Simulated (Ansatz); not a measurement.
hcp (Mg type) Os; conventional cell a = b = 2.7537 Å, c = 4.3494 Å, α = β = 90.00°, γ = 120.00°.

Spin-orbit coupling is not included.

### Question
By how much do the lattice constants and the volume change from 300 K to 450 K (quasi-harmonic lattice dynamics, DFT at the PBE level (Ansatz, an electronic-structure program)), and how far does the bulk modulus soften?

### Answer
a by 0.08 %, c by 0.09 %, the volume by 0.25 %; B_T goes from 387 to 381 GPa. No phase change or melting is allowed for: the numbers belong to this structure as given.
